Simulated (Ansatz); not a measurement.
The reference is GaSb in the zinc blende structure (space group F-43m, No. 216; a = 6.132 Å).

It is then changed as follows: cell and atoms relaxed at a pressure of 30 GPa.

Levels (all Ansatz, a program for electronic structure, PAW): r2SCAN (500 eV, without spin-orbit coupling); HSE06 (420 eV, scalar-relativistic without spin-orbit coupling).

The geometry is relaxed with r2SCAN.

* **r2SCAN band gap**: 0.54 eV

How does going to HSE06 change the band gap?

The band gap increases by 0.29 eV to 0.83 eV.

Single points use the geometry relaxed with r2SCAN. Their cutoffs differ, which shifts pressures a little. HSE06 gaps are upper bounds (no full band path). Spin-orbit coupling, missing from the scalar runs, can matter with Sb. Load acts through the strain it causes; cell and atoms are relaxed under it. Stability against distortions was not tested. Tetrahedral semiconductors of this kind turn to denser phases somewhere between about 1 and 50 GPa; those were not computed, so compressed cells here can lie past the real transition.
